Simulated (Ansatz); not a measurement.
## SiC under a change: isotropic strain +3.00 %

Take SiC in the zinc blende structure (space group F-43m, No. 216; a = 4.3563 Å) as the base.

The change: the cell is scaled by 1.0300 in all directions; the atoms relax in the strained cell.

All numbers come from DFT with r2SCAN, PAW potentials and a 500 eV plane-wave cutoff in Ansatz (an electronic-structure program), without spin-orbit coupling. Γ-centred 13×13×13 mesh, Fermi–Dirac width 0.05 eV.

| quantity | base | changed | shift |
|---|---|---|---|
| volume per atom | 10.33 Å³ | 11.29 Å³ | +0.96 Å³ |
| space group | F-43m (No. 216) | F-43m (No. 216) | – |
| shortest interatomic distance | 1.886 Å | 1.943 Å | +0.057 Å |
| energy relative to the base (free energy F) | 0 meV/atom | +54 meV/atom | +54 meV/atom |
| pressure | 0.00 GPa | -16.94 GPa | -16.94 GPa |
| band gap | 1.71 eV | 1.77 eV | +0.053 eV |
| gap character | indirect, Γ → X | indirect, Γ → X | – |
| smallest direct gap | 5.05 eV | 4.93 eV | -0.12 eV |
| mean gap deformation potential ΔEg/Δln V | – | +0.6 eV | – |
| electron mass | 0.64 mₑ along k, 0.23 mₑ across (at X) | 0.67 mₑ along k, 0.23 mₑ across (at X) | – |
| hole mass (degenerate bands, along [100]) | 0.35, 0.57, 0.57 mₑ (at Γ) | 0.31, 0.56, 0.56 mₑ (at Γ) | – |

Final structure:

```yaml
crystal:
  lattice:
    - [0.00000, 2.24351, 2.24351]
    - [2.24351, 0.00000, 2.24351]
    - [2.24351, 2.24351, 0.00000]
  atoms:
    - { symbol: Si, position: [0.00000, 0.00000, 0.00000] }
    - { symbol: C, position: [0.25000, 0.25000, 0.25000] }
```

Masses are band curvatures over ±0.01 Å⁻¹ around the edge. Along k means along the line from Γ to the band edge. Whether these cells are dynamically stable was not tested.
